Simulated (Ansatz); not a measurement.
Consider the following.

```xyz
2
Lattice="3.0992 0.0000 0.0000 0.0000 3.0992 0.0000 0.0000 0.0000 3.0992" Properties=species:S:1:pos:R:3 pbc="T T T"
Ti     1.5496     1.5496     1.5496
Zn     0.0000     0.0000     0.0000
```

Level of theory: PBEsol, DFPT electron-phonon coupling, linearised Boltzmann equation (plane waves, PAW, scalar-relativistic; Ansatz, a program for electronic structure). How the cell was made: relaxed with this functional, without spin-orbit coupling.

Q: What phonon-limited resistivity does this give at 300 K?

A: 25 μΩ·cm.

A metal at this level (no band gap). Only scattering by harmonic phonons is included (no impurities, grain boundaries, electron-electron scattering or thermal expansion). Spin-orbit coupling is left out. Few carriers conduct, so the values hang on small band overlaps. Halving the electron mesh (28x28x28) moves the resistivity by up to 9 % at 300 K. Smearing 0.20 eV; phonons on a 5x5x5 q mesh, which this run doesn't test.

Computed structure with no diffraction record at hand here (it may be known, metastable or hypothetical): TiZn (Pm-3m).
